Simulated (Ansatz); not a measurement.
We consider cubic perovskite KZnF3, described by PBE-D4 (Ansatz, an electronic-structure program, plane waves, PAW).

Numerical settings: plane-wave cutoff 520 eV, 8×8×8 k mesh, Fermi–Dirac smearing 0.01 eV, scalar-relativistic PAW data made under PBE.

Properties against volume:

```
V (Å³/atom)  P (GPa)  direct gap at Γ (eV)  smallest gap on the k mesh (eV)
-----------  -------  --------------------  -------------------------------
13.008          5.20                 5.870                            3.922
13.285          3.27                 5.690                            3.865
13.562          1.54                 5.518                            3.811
13.838          0.00                 5.353                            3.758
14.115         -1.37                 5.195                            3.706
14.392         -2.60                 5.043                            3.655
14.669         -3.70                 4.897                            3.605
```

The fundamental gap (3.76 eV at the equilibrium volume, with added k points) lies elsewhere than Γ–Γ.
